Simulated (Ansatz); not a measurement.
The structure below was relaxed with PBEsol (Ansatz, a program for electronic structure; PAW; 420 eV plane waves; scalar-relativistic without spin-orbit coupling), earlier PAW set, at pressure 1.8 GPa.

Space group F-43m (No. 216); a = b = c = 4.4844 Å, α = β = γ = 90.00°

| atom | site | symmetry | x | y | z |
|---|---|---|---|---|---|
| N | 4c | -43m | 0.2500 | 0.2500 | 0.2500 |
| Ga | 4a | -43m | 0.0000 | 0.0000 | 0.0000 |

Task: Write out a cell with all atoms.

Result: 
```cif
data_Ga4N4
_chemical_formula_sum 'N4 Ga4'
_space_group_name_H-M_alt 'P 1'
_space_group_IT_number 1
_cell_length_a 4.48437
_cell_length_b 4.48437
_cell_length_c 4.48437
_cell_angle_alpha 90.000
_cell_angle_beta 90.000
_cell_angle_gamma 90.000
loop_
_space_group_symop_operation_xyz
  'x, y, z'
loop_
_atom_site_label
_atom_site_type_symbol
_atom_site_fract_x
_atom_site_fract_y
_atom_site_fract_z
_atom_site_occupancy
N1 N 0.25000 0.25000 0.25000 1
Ga1 Ga 0.00000 0.00000 0.00000 1
N2 N 0.25000 0.75000 0.75000 1
Ga2 Ga 0.00000 0.50000 0.50000 1
N3 N 0.75000 0.25000 0.75000 1
Ga3 Ga 0.50000 0.00000 0.50000 1
N4 N 0.75000 0.75000 0.25000 1
Ga4 Ga 0.50000 0.50000 0.00000 1
```
This is the conventional cell.

Load acts through the strain it causes; cell and atoms are relaxed under it. Stability against distortions was not tested. The cell was made from GaN in the zinc blende structure (space group F-43m, No. 216) by this change: pressure 1.8 GPa. This is not the structure that GaN has at room temperature and ambient pressure.
